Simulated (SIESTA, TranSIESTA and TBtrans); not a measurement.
**Opening a gap in a straight Ta chain**

Leads: straight Ta chain, spacing 2.35 Å.

Computed with TranSIESTA and TBtrans, PBE, DZP numerical orbitals (energy shift 0.15 eV), PseudoDojo norm-conserving scalar-relativistic potentials, mesh cutoff 200 Ry, 300 K, spin-polarised where a moment was seeded, no spin-orbit coupling; self-consistent non-equilibrium Green functions. The energy step is 0.01 eV; narrower resonances are cut or missed.

One bond in the middle is lengthened, all other atoms stay as built.

```
stretch (Å)  conductance at 300 K (G0)
-----------  -------------------------
0.3                               4.35
0.6                               3.01
1                                 1.67
1.5                               1.05
2                                0.704
3                                0.110
```

The conductance goes from 4.35 to 0.110 G0. Between neighbouring rows −d ln G/dx is 1.23, 1.47, 0.93, 0.80, 1.86 Å⁻¹. The last rows haven't reached a plain tunnelling decay.

The magnetic order of the leads was set by the start, and no other order was tried; the separate lead runs end at 1.06 (left) and 1.06 (right) μB an atom. The straight chain is held at its spacing; free chains may zigzag or dimerise. Spin-orbit coupling, left out here, matters for the heavy atoms.
